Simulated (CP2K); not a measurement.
Worked example: self-consistent single point of MgI₂ (P-3m1, 3 atoms in the cell) in CP2K

Method of the run: PBE, GPW, DZVP-MOLOPT-SR-GTH basis, GTH-PBE potentials (GTH_POTENTIALS) (CP2K 2026.2).

Input:

```
&GLOBAL
  PROJECT calc
  RUN_TYPE ENERGY_FORCE
  PRINT_LEVEL LOW
&END GLOBAL
&FORCE_EVAL
  METHOD Quickstep
  STRESS_TENSOR ANALYTICAL
  &DFT
    BASIS_SET_FILE_NAME BASIS_MOLOPT
    POTENTIAL_FILE_NAME GTH_POTENTIALS
    &QS
      METHOD GPW
      EPS_DEFAULT 1E-11
    &END QS
    &MGRID
      CUTOFF 1000
      REL_CUTOFF 60
      NGRIDS 5
    &END MGRID
    &SCF
      SCF_GUESS ATOMIC
      EPS_SCF 1E-6
      MAX_SCF 100
      ADDED_MOS 5
      &DIAGONALIZATION
        ALGORITHM STANDARD
      &END DIAGONALIZATION
      &MIXING
        METHOD BROYDEN_MIXING
        ALPHA 0.2
        NBUFFER 12
        BETA 1.5
      &END MIXING
      &SMEAR ON
        METHOD FERMI_DIRAC
        ELECTRONIC_TEMPERATURE [K] 116.05
      &END SMEAR
    &END SCF
    &KPOINTS
      SCHEME MONKHORST-PACK 5 5 3
    &END KPOINTS
    &XC
      &XC_FUNCTIONAL PBE
      &END XC_FUNCTIONAL
    &END XC
    &PRINT
      &MO
        EIGENVALUES T
        OCCUPATION_NUMBERS T
        NDIGITS 8
        FILENAME mo
        &EACH
          QS_SCF 0
        &END EACH
        ADD_LAST NUMERIC
      &END MO
      &MULLIKEN OFF
      &END MULLIKEN
    &END PRINT
  &END DFT
  &SUBSYS
    &CELL
      A 4.16328000 0.00000000 0.00000000
      B -2.08164000 3.60550600 0.00000000
      C 0.00000000 0.00000000 6.88195200
      PERIODIC XYZ
    &END CELL
    &COORD
      SCALED
      Mg       0.00000000     0.00000000     0.00000000
      I        0.33333333     0.66666667     0.24200000
      I        0.66666667     0.33333333     0.75800000
    &END COORD
    &KIND Mg
      BASIS_SET DZVP-MOLOPT-SR-GTH-q10
      POTENTIAL GTH-PBE-q10
    &END KIND
    &KIND I
      BASIS_SET DZVP-MOLOPT-SR-GTH-q7
      POTENTIAL GTH-PBE-q7
    &END KIND
  &END SUBSYS
  &PRINT
    &FORCES ON
    &END FORCES
    &STRESS_TENSOR ON
    &END STRESS_TENSOR
  &END PRINT
&END FORCE_EVAL
```

Output (repeated stretches shortened):

```
 GLOBAL| Method name                                                        CP2K
 GLOBAL| Project name                                                       calc
 GLOBAL| Run type                                                   ENERGY_FORCE

 TOTAL NUMBERS AND MAXIMUM NUMBERS

  Total number of            - Atomic kinds:                                   2
                             - Atoms:                                          3
                             - Shell sets:                                     3
                             - Shells:                                        15
                             - Primitive Cartesian functions:                 17
                             - Cartesian basis functions:                     37
                             - Spherical basis functions:                     35

  Maximum angular momentum of- Orbital basis functions:                        2
                             - Local part of the GTH pseudopotential:          2
                             - Non-local part of the GTH pseudopotential:      4

 SCF PARAMETERS         Density guess:                                    ATOMIC
                        max_scf:                                             100
                        max_diis:                                              4
                        eps_scf:                                        1.00E-06
                        eps_diis:                                       1.00E-01
                        eps_eigval:                                     1.00E-05
                        level_shift [a.u.]:                             0.000000
                        added MOs                                         5    0
                        Mixing method:                            BROYDEN_MIXING
                                                charge density mixing in g-space
                        Smear method:                                FERMI_DIRAC
                        Electronic temperature [K]:                        116.0
                        Electronic temperature [a.u.]:                  3.68E-04
                        Accuracy threshold:                             1.00E-10
                        No outer SCF

 Extrapolation method: initial_guess

 Number of electrons:                                                         24
 Number of occupied orbitals:                                                 12
 Number of molecular orbitals:                                                17

 Number of orbital functions:                                                 35
 Number of independent orbital functions:                                     35

 SCF WAVEFUNCTION OPTIMIZATION

  Step     Update method      Time    Convergence         Total energy    Change
     1 NoMix/Diag. 0.20E+00      -     1.78799232       -86.4691976752 -8.65E+01
     2 Broy./Diag. 0.20E+00      -     0.00789337       -86.2032649305  2.66E-01
     3 Broy./Diag. 0.20E+00      -     0.07617960       -86.2743794322 -7.11E-02
     4 Broy./Diag. 0.20E+00      -     0.00563894       -86.3879967754 -1.14E-01
     5 Broy./Diag. 0.20E+00      -     0.01344725       -86.4414273906 -5.34E-02
     6 Broy./Diag. 0.20E+00      -     0.00221231       -86.3997651103  4.17E-02
     7 Broy./Diag. 0.20E+00      -     0.00420483       -86.3420598834  5.77E-02
   [... 9 lines left out ...]
    17 Broy./Diag. 0.20E+00      -     0.00000557       -86.3279648286  7.39E-05
    18 Broy./Diag. 0.20E+00      -     0.00000196       -86.3279411787  2.36E-05
    19 Broy./Diag. 0.20E+00      -     0.00000230       -86.3279399839  1.19E-06
    20 Broy./Diag. 0.20E+00      -     0.00000150       -86.3279392672  7.17E-07
    21 Broy./Diag. 0.20E+00      -     0.00000075       -86.3279372823  1.98E-06

  *** SCF run converged in    21 steps ***

  Electronic density on regular grids:        -23.9999999925        0.0000000075
  Core density on regular grids:               23.9999999997       -0.0000000003
  Total charge density on r-space grids:        0.0000000072
  Total charge density g-space grids:           0.0000000072

  Overlap energy of the core charge distribution:               0.00000000000000
  Self energy of the core charge distribution:               -195.71329376830329
  Core Hamiltonian energy:                                     53.15306108756747
  Hartree energy:                                              69.41209777428767
  Exchange-correlation energy:                                -13.17980237584818
  Electronic entropic energy:                                  -0.00000000000000
  Fermi energy:                                                 0.18083862592942

  Total energy:                                               -86.32793728229633
  Total energy (extrapolated to T->0):                        -86.32793728229633

 ENERGY| Total FORCE_EVAL ( QS ) energy [hartree]            -86.327936431339495

 FORCES| Atomic forces [hartree/bohr]
 FORCES|   Atom     x               y               z               |f|
 FORCES|      1  5.42943893E-12  1.57020523E-09 -4.11046743E-09   4.40017232E-09
 FORCES|      2 -2.79622165E-06  1.60731701E-06  4.04124991E-03   4.04125119E-03
 FORCES|      3  2.79622228E-06 -1.60884005E-06 -4.04124593E-03   4.04124722E-03
 FORCES| Sum     6.05740092E-12  4.71660765E-11 -1.32680539E-10
 FORCES| Total atomic force                                       1.40944870E-10

 STRESS| Analytical stress tensor [bar]
 STRESS|                        x                   y                   z
 STRESS|      x        1.96625633483E+04  -2.91573390970E+02  -7.87620517791E+00
 STRESS|      y       -2.91573390970E+02   1.93259374612E+04   4.59509378070E+00
 STRESS|      z       -7.87620517791E+00   4.59509378070E+00   1.94819347900E+04
 STRESS| 1/3 Trace                                             1.94901451999E+04
```

The run converged in 21 iterations.

The starting cell has typed, rounded lattice constants, without a prior relaxation at this level. Its lattice was rescaled by a random factor within 2.5 % of one. Values carry the incompleteness of an atom-centred basis.
